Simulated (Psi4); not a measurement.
Psi4 1.11, unrestricted WB97X/def2-svp: Si(Me)3(Cl) cation (C[Si](C)(C)Cl), charge +1, multiplicity 2, 14 atoms. The geometry is a generated start, not checked to be a minimum at this level.

task: energy
method: wb97x
basis: def2-svp
memory: 3 GB
maxiter: 100
keys of the molecule block: symmetry c1
scf_type: df (default)
e_convergence: 1e-06 (default)
d_convergence: 1e-06 (default)
dft_radial_points: 75 (default)
dft_spherical_points: 302 (default)
basis functions: 123
grid points: 298070

```xyz
14

C     -0.7404     1.6104    -0.3860
Si     0.1567     0.1237     0.3959
C      1.6323    -0.4148    -0.6822
C     -1.0521    -1.3239     0.6612
Cl     0.8766     0.6988     2.2214
H     -1.1534     1.3547    -1.3567
H     -1.5597     1.9524     0.2400
H     -0.0665     2.4508    -0.5264
H      2.1787    -1.2350    -0.2256
H      1.3032    -0.7452    -1.6630
H      2.3330     0.4019    -0.8295
H     -1.4446    -1.6875    -0.2831
H     -1.8971    -1.0266     1.2757
H     -0.5668    -2.1596     1.1583
```

Charge 1 and multiplicity 2 are set for this test and not shown to be the ground state.

With the defaults (guess = auto, which took SAD, damping_percentage = 0, diis = true, scf_initial_accelerator = adiis, level_shift = 0, level_shift_cutoff = 0.01, diis_max_vecs = 10) it converges in 15 SCF iterations. One run each on 2 threads, with these changes:
- damping_percentage = 20
- guess = sap
- level_shift = 0.5, level_shift_cutoff = 0.001
- damping_percentage = 60
- guess = gwh
- damping_percentage = 60, diis = false, scf_initial_accelerator = none
- guess = sapgau
- guess = core
- diis_max_vecs = 20

Task: Name the settings that don't reach the solution of the defaults.

Result: No convergence: damping_percentage = 20; damping_percentage = 60; damping_percentage = 60, diis = false, scf_initial_accelerator = none (the run ends without SCF convergence in 100 iterations). Another solution: guess = gwh (1800 meV higher). The rest reach the solution of the defaults.

```csv
setting,SCF iterations,end
diis_max_vecs = 20,14,same solution
guess = sap,14,same solution
the defaults,15,same solution
"level_shift = 0.5, level_shift_cutoff = 0.001",16,same solution
guess = core,17,same solution
guess = sapgau,18,same solution
guess = gwh,31,"other solution, 1800 meV higher"
damping_percentage = 20,100,no convergence
damping_percentage = 60,100,no convergence
"damping_percentage = 60, diis = false, scf_initial_accelerator = none",100,no convergence
```

3 further runs of the study ended by our limits or in an error and are left out.
